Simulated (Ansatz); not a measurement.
# Rock-salt HgS (model structure)

Method: HSE06 (PAW; Ansatz, a quantum-chemistry and plane-wave program).

Numerical settings: plane-wave cutoff 500 eV, 8×8×8 k mesh, Fermi–Dirac smearing 0.05 eV, scalar-relativistic PAW data made under PBE.

Cell (relaxed at this level):

```cif
data_HgS
_chemical_formula_sum 'Hg1 S1'
_space_group_name_H-M_alt 'P 1'
_space_group_IT_number 1
_cell_length_a 3.89690
_cell_length_b 3.89690
_cell_length_c 3.89690
_cell_angle_alpha 60.000
_cell_angle_beta 60.000
_cell_angle_gamma 60.000
loop_
_space_group_symop_operation_xyz
  'x, y, z'
loop_
_atom_site_label
_atom_site_type_symbol
_atom_site_fract_x
_atom_site_fract_y
_atom_site_fract_z
_atom_site_occupancy
Hg1 Hg 0.00000 0.00000 0.00000 1
S1 S 0.50000 0.50000 0.50000 1
```

```
Quantity  Value
--------  -----
band gap   none
```

Note: exact exchange on metals is sensitive to the k mesh and can open a false gap; the relaxation could raise the start's symmetry but not lower it, so the cell can be a saddle point.

Spin–orbit coupling is not included; it can shift volumes and moduli of such heavy elements.

Computed values are for the static lattice.

Cost on a shared machine: about 9 core-minutes (a rough figure).

A model structure was made by putting elements into a prototype or built by hand; it is no filed structure, need not be a known phase, and can be a saddle point held by its symmetry.
